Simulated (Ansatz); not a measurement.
Model glasses of amorphous SiO2, 75 to 79 atoms (Si24O48 before any change). Each row is one cell at a composition chosen by hand, melted whole on the CHGNet potential with the anions pushed apart under 1.9 Å, quenched within some picoseconds, far faster than a real film, and relaxed with PBE, scalar-relativistic without spin-orbit coupling (plane waves to 420 eV, PAW; Ansatz, a program for electronic structure). Each is the lowest in DFT energy of 2 to 3 quenches. Cycles of charging and discharging were tried on the cells ahead of these points, and a cell that came back lower was taken. The column on the box says what of it was relaxed with the atoms; held means as the quench left it. Cells that kept moments or hold spare charge are left out.

Formal charges balance in every cell, with the guest at the charge named. Neighbours are the O atoms within a cut-off of 1.2 times the sum of covalent radii (1.1 times for Ti, Nb, Zr, Ce, La); the radius is Shannon's ionic radius for that charge at the coordination found, taken on a straight line between listed coordinations where the table lacks it, averaged where a cell holds several guest atoms. The coordination is that of the cell taken. The cells ran without spin polarisation, or with spin where the moments then died out.

```csv
guest,change of the cell,box,cut-off (Å),O neighbours,ionic radius (Å),mean guest-O distance (Å)
P5+,"+5 O, +2 P",held,2.08,"4, 4",0.17,1.56
Al3+,"+2 Al, +3 O",shape,2.24,"4, 4",0.39,1.79
Ga3+,"+2 Ga, +3 O",held,2.26,"4, 4",0.47,1.91
Ti4+,"+2 O, +1 Ti",shape,2.49,5,0.51,1.95
Sn4+,"+2 O, +1 Sn",held,2.46,4,0.55,withheld
Nb5+,"+2 Nb, +5 O",volume,2.53,"6, 5",0.60,2.02
Zr4+,"+2 O, +1 Zr",held,2.65,5,0.66,2.04
Ce4+,"+1 Ce, +2 O",shape,2.97,6,0.87,2.34
La3+,"+2 La, +3 O",held,3.00,"7, 6",1.07,2.55
```

### Question
Fit a straight line of the last column on the one before it through the 8 full rows, and predict the withheld value for Sn4+.

### Answer
Means: x = 0.592, y = 2.020. Slope = Σ(Δx Δy) / Σ(Δx²) = 0.6034 / 0.5510 = 1.095; intercept = 2.020 − (1.095) × 0.592 = 1.372 Å; r.m.s. residual 0.023 Å. Prediction: 1.372 + (1.095) × 0.55 = 1.97 Å. The run gave 1.99 Å, a miss of 0.02 Å, within the residual.

### Question
What would hard spheres give for this line?

### Answer
A slope of 1 and an intercept at the radius of O2−, 1.35 Å for two neighbours to 1.40 Å for six in Shannon's table; the fit has 1.095 and 1.372 Å.
